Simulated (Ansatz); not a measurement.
# hexagonal WC (1 0 0) on rock-salt MgO (1 1 0) (film strained to the substrate, started from cuts of the bulks and a machine-learned relaxation; slabs Mg20O20 and W12C12, which can lie off the formulas)

A periodic stack without vacuum, hexagonal WC (1 0 0) on rock-salt MgO (1 1 0) (film strained to the substrate, started from cuts of the bulks and a machine-learned relaxation; slabs Mg20O20 and W12C12, which can lie off the formulas): substrate slab Mg20O20, film W12C12, surface cells [[0, -1], [2, -1]] and [[1, 0], [1, 3]], film strained by -0.4 and +2.9 %, outermost planes MgO/MgO and W/C as cut, which need not be the usual terminations and can put a slab off its formula.

The start was prepared with a machine-learned potential, and the result is one local minimum, with the in-plane cell held and forces under 0.04 eV/Å; the film can end far from its bulk form.

The numbers are results of PBE (plane waves to 420 eV, PAW; Ansatz, a quantum-chemistry and plane-wave program), not measurements. No spin–orbit coupling; the runs are not spin-polarised. Its k-point mesh 9×3×1, Fermi–Dirac width 0.05 eV.

```
Property                                                                                                                 Value
-------------------------------------------------------------------------------  ---------------------------------------------
interface area                                                                                                         25.6 Å²
period                                                                                                                 25.84 Å
heights between the nearest atoms of the two slabs at the two interfaces                                       1.53 and 1.94 Å
Mg–W contacts across the interfaces within 1.22 times the sum of covalent radii                                13, mean 3.08 Å
O–W contacts across the interfaces within 1.22 times the sum of covalent radii                                  5, mean 2.38 Å
C–Mg contacts across the interfaces within 1.22 times the sum of covalent radii                                 4, mean 2.57 Å
estimate of the barrier                                                          withheld, since the two interfaces are unlike
slope of the mean potential energy in the substrate                                                            -12.1 MV/cm × e
```

```xyz
64
Lattice="3.0069 -0.0002 0.0703 3.0063 8.5068 0.1260 0.8725 1.9463 25.8771" Properties=species:S:1:pos:R:3 pbc="T T T"
Mg     3.8284     8.5265     2.4405
Mg     3.8297     4.2735     2.3778
Mg     2.3587     2.1764     0.9937
Mg     2.3586     6.3897     1.0205
Mg     3.7540     8.5061     5.4867
Mg     3.7548     4.2530     5.4431
Mg     2.2874     2.1373     3.9213
Mg     2.2870     6.3882     3.9490
Mg     3.6800     8.4852     8.4997
Mg     3.6804     4.2329     8.4673
Mg     2.2141     2.1177     6.9193
Mg     2.2136     6.3675     6.9477
Mg     3.6058     8.4574    11.5083
Mg     3.6058     4.2197    11.4799
Mg     2.1400     2.0960     9.9298
Mg     2.1393     6.3482     9.9628
Mg     3.5322     8.3092    14.5071
Mg     3.5336     4.3280    14.4810
Mg     2.0652     2.0745    12.9421
Mg     2.0640     6.3279    12.9958
O      5.3626     8.5361     1.1638
O      2.3595     4.2837     0.9484
O      0.8196     2.1664     2.4112
O      3.8262     6.3800     2.5091
O      5.2917     8.5163     4.0950
O      2.2863     4.2625     3.9606
O      0.7457     2.1299     5.4327
O      3.7523     6.3751     5.5291
O      5.2185     8.4972     7.0897
O      2.2120     4.2407     6.9829
O      0.6714     2.1064     8.4544
O      3.6781     6.3580     8.5430
O      5.1447     8.4861    10.0912
O      2.1378     4.2118     9.9910
O      0.5961     2.0853    11.5112
O      3.6043     6.3387    11.5485
O      5.0714     8.4764    13.0659
O      2.0648     4.1820    12.9672
O      2.0107     2.0622    14.9731
O      3.5305     6.3184    14.5229
W      1.9727     3.4525    16.6270
W      4.9822     6.3046    16.6007
W      4.9796     9.1568    16.7336
C      3.4598     4.8960    17.3769
C      3.4593     7.7037    17.3941
C      3.4584     2.0454    17.4100
W      3.4182     3.4617    19.0914
W      3.4184     6.2884    19.1050
W      6.4251     9.1142    19.1985
C      4.9021     4.8783    19.9669
C      4.9020     7.6871    19.9855
C      1.8955     2.0289    19.8678
W      1.8557     3.4476    21.5450
W      4.8610     6.2711    21.6923
W      4.8621     9.0957    21.6535
C      3.3382     4.8789    22.4662
C      3.3381     7.6529    22.4855
C      3.3413     2.0128    22.3331
W      3.3000     3.4267    24.0576
W      3.2938     6.2528    24.3340
W      6.3067     9.0832    24.1677
C      4.7845     4.7330    24.9039
C      4.7839     7.7647    24.9276
C      1.7861     1.9989    24.4642
```
